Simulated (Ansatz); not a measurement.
**Electron-phonon data for Mo (Im-3m)**

Input:

```
CELL_PARAMETERS angstrom
     -1.54033     1.54033     1.54033
      1.54033    -1.54033     1.54033
      1.54033     1.54033    -1.54033
ATOMIC_POSITIONS crystal
  Mo 0.00000 0.00000 0.00000
```

The numbers are results of PBEsol, DFPT electron-phonon coupling, linearised Boltzmann equation (plane waves, PAW, scalar-relativistic; Ansatz, a program for electronic structure), not measurements. Condition of this run: hydrostatic pressure 15 GPa (the target of the relaxation). Geometry: relaxed with this functional, without spin-orbit coupling, then loaded as said.

| Item | Value |
|---|---|
| resistivity at 300 K | 4.5 μΩ·cm |
| resistivity at 77 K | 0.34 μΩ·cm |
| electron mean free path at 300 K (weighted by the current that each state carries) | 13.9 nm |
| resistivity times mean free path for one path shared by all states (from the Fermi surface's area) | 5.5 ×10⁻¹⁶ Ω·m² |
| electron-phonon coupling λ | 0.41 |
| transport coupling λ_tr | 0.37 |
| logarithmic mean phonon energy | 25 meV |
| density of states at the Fermi level | 0.28 states/(eV·spin·cell) |
| Drude plasma energy | 9.3 eV |
| Hall coefficient at 300 K | 14.5 ×10⁻¹¹ m³/C |

A metal at this level (no band gap). Only scattering by harmonic phonons is included (no impurities, grain boundaries, electron-electron scattering or thermal expansion). Spin-orbit coupling is left out. The self-energy correction of the phonons between q points moved λ by about 6 %. The squared frequency of the phonon mode least converged on the k mesh is uncertain by about 38 %. The run warned that the eigensolver left some states short of its tolerance. Halving the electron mesh (40x40x40) moves the resistivity by up to 3 % at 300 K, the mean free path by up to 3 %, the coupling by up to 1 %. Smearing 0.20 eV; phonons on a 6x6x6 q mesh, which this run doesn't test and which matters most at low temperature.
